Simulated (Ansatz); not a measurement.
## MgO, response to strain

Start from MgO in the rock salt structure (space group Fm-3m, No. 225; a = 4.214 Å). Axes: x, y, z lie along the cube axes.

Strains are applied to the cell and any free atomic positions relax; under biaxial strain the out-of-plane vector relaxes too.

Calculations: Ansatz (a quantum-chemistry and plane-wave program) PBEsol, spin-orbit coupling left out.

Candidates:
(a) tensor shear ε_xy = +3.74 %
(b) tensor shear ε_yz = −0.26 %
(c) biaxial strain +0.71 %, plane normal [001], relaxed out of plane
(d) biaxial strain −1.63 %, plane normal [110], relaxed out of plane
(e) tensor shear ε_xy = +1.00 %

Base values:

```
Property   Result
--------  -------
Band gap  4.62 eV
```

Problem. Order them by band gap, highest first.

Solution. (d) biaxial strain −1.63 %, plane normal [110], relaxed out of plane (4.77 eV), (b) tensor shear ε_yz = −0.26 % (4.60 eV), (e) tensor shear ε_xy = +1.00 % (4.54 eV), (c) biaxial strain +0.71 %, plane normal [001], relaxed out of plane (4.52 eV), (a) tensor shear ε_xy = +3.74 % (4.27 eV)

Whether these cells are dynamically stable was not tested.
